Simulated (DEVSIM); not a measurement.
Device: abrupt Si p-n junction, at 400 K.

Layer 1 from the left is Si, thickness (μm) 5.60, Na (cm⁻³) 1.1e18, τn (s) 4.1e-7, τp (s) 4.1e-7. Layer 2 from the left is Si, thickness (μm) 48.0, Nd (cm⁻³) 1e15, τn (s) 4.1e-7, τp (s) 4.1e-7.

Left contact: ohmic. Right contact: ohmic. Voltage is applied to the left contact. Recombination: SRH at mid-gap. Mobility is μmin + (μ − μmin)/(1 + (N/Nref)^α).

The device is made up for the run: typed textbook-type constants, with dimensions and the other settings drawn at random. Values at 300 K; Nc and Nv go as T^1.5, mobilities as T to minus their exponent, the gap by Varshni's rule with the affinity fixed.

Si: gap (eV) 1.124, affinity (eV) 4.05, permittivity 11.7, Nc (cm⁻³) 2.86e19, Nv (cm⁻³) 3.1e19, μn (cm²/Vs) 1417, μp (cm²/Vs) 470, μn,min 52, μp,min 45, Nref,n 9.7e16, Nref,p 2.2e17, αn 0.68, αp 0.72, T exponent of μn 2.3, T exponent of μp 2.2, Varshni α (eV/K) 0.000473, Varshni β (K) 636.

Task: Estimate by hand the built-in potential, the peak field at zero bias, the capacitance at -6 V, and compare with a numerical solution.

Result: 
- Built-in potential: ni = √(Nc Nv) exp(−Eg/2kT) = 5.68e12 cm⁻³ with Eg = 1.096 eV; Vbi = kT/q ln(Na Nd/ni²) = 0.598 V; numerical 0.598 V.
- Peak field at zero bias: depletion approximation: W = √(2εVbi/(qN)) = 0.880 μm with N = 9.99e14 cm⁻³; field = 2Vbi/W = 13600 V/cm; numerical 66500 V/cm (estimate below by 80 %).
- Capacitance at -6 V: C = √(qεN / 2(Vbi + |V|)) = 3.54 nF/cm²; numerical 3.58 nF/cm² (estimate below by 0.93 %).

DEVSIM, 1D drift-diffusion, Boltzmann statistics, complete ionisation; no tunnelling, impact ionisation, image-force lowering or self-heating.
